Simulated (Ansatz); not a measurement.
Results of r²SCAN in Ansatz (PAW) for BSi6As (model structure, I-42m, No. 121, 8 atoms in the cell).

Numerical settings: plane-wave cutoff 560 eV, 10×10×10 k mesh, Fermi–Dirac smearing 0.01 eV, scalar-relativistic PAW data made under PBE.

Cell (relaxed with PBEsol):

```cif
data_AsBSi6
_chemical_formula_sum 'B1 Si6 As1'
_space_group_name_H-M_alt 'P 1'
_space_group_IT_number 1
_cell_length_a 6.42432
_cell_length_b 6.42432
_cell_length_c 6.42432
_cell_angle_alpha 131.758
_cell_angle_beta 131.758
_cell_angle_gamma 70.611
loop_
_space_group_symop_operation_xyz
  'x, y, z'
loop_
_atom_site_label
_atom_site_type_symbol
_atom_site_fract_x
_atom_site_fract_y
_atom_site_fract_z
_atom_site_occupancy
B1 B 0.00000 0.00000 0.00000 1
Si1 Si 0.33473 0.33473 0.43425 1
Si2 Si 0.75000 0.25000 0.50000 1
Si3 Si 0.09951 0.66527 0.00000 1
Si4 Si 0.25000 0.75000 0.50000 1
Si5 Si 0.66527 0.09951 0.00000 1
As1 As 0.50000 0.50000 0.00000 1
Si6 Si 0.90049 0.90049 0.56575 1
```

Q: What does this level give for the band gap and smallest direct gap on the k points sampled?

A: 
* **band gap**: 0.05 eV (indirect)
* **smallest direct gap on the k points sampled**: 0.26 eV

Note: the relaxation could raise the start's symmetry but not lower it, so the cell can be a saddle point; cell and atoms aren't relaxed at this level (largest force component 0.06 eV/Å, pressure 0.7 GPa).

Spin–orbit coupling is not included; it can close the smallest gap of 0.05 eV.

Computed values are for the static lattice.

A model structure was made by putting elements into a prototype or built by hand; it is no filed structure, need not be a known phase, and can be a saddle point held by its symmetry.

Ansatz is an electronic-structure program.
